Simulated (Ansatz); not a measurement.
The starting structures come from a database of crystals and need not be the phases stable at ambient conditions.

 Where the default PAW files enter, the runs use the earlier of Ansatz's two default sets.

By PBEsol, the system below comes out a metal.

The ballistic (Sharvin) conductance counts the channels at the Fermi level: G/A = (e²/h) × channels of both spins per area.

```xyz
3
Lattice="2.9461 0.0000 0.0000 -1.4730 2.5514 0.0000 1.4730 0.8505 7.4208" Properties=species:S:1:pos:R:3 pbc="T T T"
Ag     0.0000     0.0000     0.0000
Ag     1.4730     0.8505     2.4722
Ag     1.4730     2.5514     4.9485
```

Space group of this cell: R-3m. The cell is strained (lengths along the current scaled by 1.03, ions clamped); by PBEsol its mean pressure is -9.3 GPa.

The current flows along the normal of the first two printed cell vectors, the (001) (indices of the unstrained crystal) plane of the conventional cell. No spin-orbit coupling; the value is a mean over 0.1 eV about the Fermi level.

Q: Estimate the ballistic conductance per area that PBEsol (Ansatz, a quantum-chemistry and plane-wave program) returns for this system.

A: 0.77 × 10¹⁵ S/m² for both spins.
